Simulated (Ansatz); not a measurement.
**HfO2: pressure series**

The reference is HfO$_{2}$ in the fluorite structure (space group Fm-3m, No. 225).

```yaml
crystal:
  lattice:
    - [0.00000, 2.52188, 2.52188]
    - [2.52188, 0.00000, 2.52188]
    - [2.52188, 2.52188, 0.00000]
  atoms:
    - { symbol: Hf, position: [0.00000, 0.00000, 0.00000] }
    - { symbol: O, position: [0.25000, 0.25000, 0.25000] }
    - { symbol: O, position: [0.75000, 0.75000, 0.75000] }
```

Cell and atoms are relaxed at each pressure.

All numbers come from PBEsol/PAW in Ansatz (a program for electronic structure), no SOC.

```
P (GPa)  V (Å³/atom)
-------  -----------
-2.00         10.775
-1.00         10.733
0.90          10.657
2.10          10.610
4.50          10.518
8.99          10.358
14.98         10.162
22.49          9.941
29.99          9.741
```

A third-order Birch–Murnaghan fit to these points gives V₀ = 10.69 Å³/atom, B₀ = 264 GPa and B₀′ = 4.2. At pressure 30 GPa the volume is 91.1 % of V₀.

Between the base and pressure 30 GPa the gap moves from 3.69 eV to 3.89 eV, a mean slope of 6.9 meV/GPa.

Spin-orbit coupling, missing from the scalar runs, can matter with Hf. Load acts through the strain it causes; cell and atoms are relaxed under it. Stability against distortions was not tested. No other phases were tried under pressure. This is not the structure that HfO2 has at room temperature and ambient pressure.
